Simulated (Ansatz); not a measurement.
Take MoS2 in the 3R-MoS2 type structure (space group R3m, No. 160; a = 3.153 Å, c = 17.994 Å (hexagonal axes); layered, stacked along the Cartesian z axis) as the base.

Structures relaxed with PBE-D3(BJ) (Ansatz, a quantum-chemistry and plane-wave program; PAW; 420 eV plane waves; spin-orbit coupling left out), earlier PAW set.

Base:

Simulated powder pattern, Cu Kα1, λ = 1.54056 Å (kinematic, ideal powder, no thermal factors, no anomalous dispersion; the 8 strongest lines at most, above 2 %, up to 2θ = 90°):

| 2θ (°) | I/Imax (%) | hkl |
|---|---|---|
| 14.76 | 100 | (003) |
| 33.15 | 34 | (101) |
| 34.29 | 32 | (012) |
| 38.54 | 45 | (104) |
| 41.48 | 47 | (015) |
| 48.60 | 26 | (107) |
| 52.68 | 15 | (018) |
| 58.49 | 22 | (110) |

After one change:

Simulated powder pattern, Cu Kα1, λ = 1.54056 Å (kinematic, ideal powder, no thermal factors, no anomalous dispersion; the 8 strongest lines at most, above 2 %, up to 2θ = 90°):

| 2θ (°) | I/Imax (%) |
|---|---|
| 13.95 | 100 |
| 32.93 | 27 |
| 33.95 | 25 |
| 37.79 | 34 |
| 40.47 | 37 |
| 46.99 | 24 |
| 50.72 | 15 |
| 58.13 | 18 |

### Question
What was done to the base?
A) pressure −2 GPa
B) pressure 75 GPa
C) pressure 7 GPa
D) pressure 50 GPa

### Answer
A, pressure −2 GPa. Its volume per atom is 18.42 Å³ against 17.22 Å³, and its space group is R3m (No. 160).

A case with no gap was solved on a k-mesh chosen for an insulator, which is coarse for it. Load acts through the strain it causes; cell and atoms are relaxed under it. No phonon test of stability was made. Competing high-pressure phases were not computed. The final runs are not spin-polarised.
